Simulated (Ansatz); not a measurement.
TiC under a change: tensor shear ε_xz = −1.91 %

Start from TiC in the rock salt structure (space group Fm-3m, No. 225; a = 4.3285 Å; relaxed with 0.1 eV smearing). Axes: x, y, z lie along the cube axes.

Modification: tensor shear ε_xz = −1.91 % (engineering shear γ = -0.0382); the atoms relax in the strained cell.

The values are results of r2SCAN/PAW in Ansatz (a quantum-chemistry and plane-wave program), scalar-relativistic without spin-orbit coupling, earlier PAW set, not measurements. k-mesh 23×23×23 (Γ-centred); smearing 0.1 eV (Fermi–Dirac).

The volume per atom stays essentially unchanged (10.14 Å³ against 10.13 Å³) and the space group becomes Immm (No. 71) (base: Fm-3m (No. 225)). The energy goes up by 8.7 meV/atom and the pressure (mean of the normal stresses, compression positive) stays essentially unchanged (0.0 GPa against 0.1 GPa). The band gap stays zero and the stress (xx, yy, zz, yz, xz, xy; compression positive) comes out as (0.1, 0.1, 0.1, 0.0, 7.2, 0.0) GPa.

No phonon test of stability was made. All final runs are without spin polarisation.
